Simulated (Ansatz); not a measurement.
A one-dimensional Ag body, 8 atoms a period, stretched and compressed along its axis from its relaxed period of 2.778 Å, atoms relaxed at each length.

```
CELL_PARAMETERS angstrom
     28.00000     0.00000     0.00000
      0.00000    11.00000     0.00000
      0.00000     0.00000     2.77803
ATOMIC_POSITIONS crystal
  Ag 0.19864 0.50000 0.00000
  Ag 0.28436 0.50000 0.50000
  Ag 0.37054 0.50000 0.00000
  Ag 0.45683 0.50000 0.50000
  Ag 0.54317 0.50000 0.00000
  Ag 0.62946 0.50000 0.50000
  Ag 0.71564 0.50000 0.00000
  Ag 0.80136 0.50000 0.50000
```

Computed with PBE (plane waves to 420 eV, PAW; Ansatz, a first-principles code). Mesh 1×1×108. No spin polarisation. One-dimensional cell, images about 11 Å apart. A hypothetical model. Symmetry and one short period hold its shape; lower forms weren't sought. Values not marked SOC lack spin–orbit coupling. Buckling under compression is shut out by symmetry and the short period. Energies are free energies at a Fermi–Dirac width of 0.02 eV, from the unstrained cell.

| strain (%) | energy (meV a period) | axial force (nN) |
|---|---|---|
| -3.0 | +85 | -3.48 |
| -1.5 | +20 | -1.57 |
| 0.0 | 0 | -0.02 |
| +1.5 | +17 | +1.24 |
| +3.0 | +63 | +2.27 |

The slope of the force at zero strain is 94 nN.
